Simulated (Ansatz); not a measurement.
Where the default PAW files enter, the runs use the earlier of Ansatz's two default sets.

Tunnelling through a barrier is set by its complex band structure: the current falls as exp(−2κd) with the smallest κ.

Input:

```
MgO
1.0
    2.96561     0.00000     0.00000
   -1.48280     2.56829     0.00000
    1.48280     0.85610     2.42141
Mg O
1 1
Direct
  0.00000   0.00000   0.00000
  0.00000   0.50000   0.50000
```

Space group of this cell: Fm-3m, rock salt. The cell is taken as given; by PBEsol its mean pressure is 2.4 GPa.

Transport runs along the normal of the first two printed cell vectors, the (111) plane of the conventional cell.

The gap is the functional's own, uncorrected, and κ follows it; spin-orbit coupling is left out. Mid-gap means the computed energy nearest the middle.

Problem. Compute, with PBEsol (Ansatz, an electronic-structure program), the band gap and the smallest decay constant κ at mid-gap.

Solution. Gap 4.77 eV on a 14×14×14 mesh; κ = 0.320 1/Å, at the zone centre.
